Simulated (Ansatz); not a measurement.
# One base run on Li3W (I4/mmm, 4 atoms in the cell) and variants with one or two settings moved

```xyz
4
Lattice="-1.8555 1.8555 4.1330 1.8555 -1.8555 4.1330 1.8555 1.8555 -4.1330" Properties=species:S:1:pos:R:3 pbc="T T T"
Li     0.0000     0.0000     4.1330
Li     0.0000     1.8555     2.0665
Li     1.8555     0.0000     2.0665
W      0.0000     0.0000     0.0000
```

Base run A: LDA (PW92), default PAW files made with PBE (Ansatz, a quantum-chemistry and plane-wave program), self-consistent single point.

Its settings: basis.ecutwfc = 420 eV; kpoints.mp_grid.grid = 12 12 12; kpoints.mp_grid.shift = 0.5 0.5 0.5; hamiltonian.xc = lda; hamiltonian.pseudopotentials = {kind: paw} (the program's default PAW files); scf.occupations.method = fermi_dirac; scf.occupations.width = 0.1 eV.

The starting cell was generated: these elements placed on a structure prototype, without a prior relaxation; it need not be a known phase or ordering of this composition. Spin polarisation is off. Ansatz's pressure includes its estimate of the finite-basis (Pulay) stress.

ΔF is the free energy per atom less that of run A. 

| run | change | ΔF (meV/atom) | pressure (GPa) | k-points |
|---|---|---|---|---|
| A | base | 0.00 | -1.47 | 159 |
| B | crystal.symmetry.detect: default → false | 0.00 | -1.47 | 864 |
| C | kpoints.mp_grid.grid: 12 12 12 → 16 16 16 | -0.25 | -1.47 | 344 |
| D | scf.occupations.method: fermi_dirac → methfessel_paxton; scf.occupations.width: 0.1 eV → 0.2 eV | 24.8 | -1.83 | 159 |
| E | scf.occupations.width: 0.1 eV → 0.2 eV | -63.5 | -0.81 | 159 |
| F | kpoints.mp_grid.grid: 12 12 12 → 8 8 8; kpoints.mp_grid.shift: 0.5 0.5 0.5 → default | -0.24 | -1.42 | 59 |
| G | scf.mixing.algorithm: default (the program chose MSR1) → broyden; scf.mixing.beta: default → 0.1 | 0.00 | -1.47 | 159 |
| H | basis.precision: default → f64 | 0.00 | -1.47 | 159 |
| I | scf.mixing.algorithm: default (the program chose MSR1) → anderson | 0.00 | -1.47 | 159 |

Run E against A: The free energy falls by 63.5 meV/atom and the pressure goes from -1.47 to -0.81 GPa.

Run G against A: The free energy is nearly the same (within 1 meV/atom) and the pressure stays at -1.47 GPa.

Run I against A: The free energy is nearly the same (within 1 meV/atom) and the pressure stays at -1.47 GPa.

Keys are those of Ansatz 0.2.
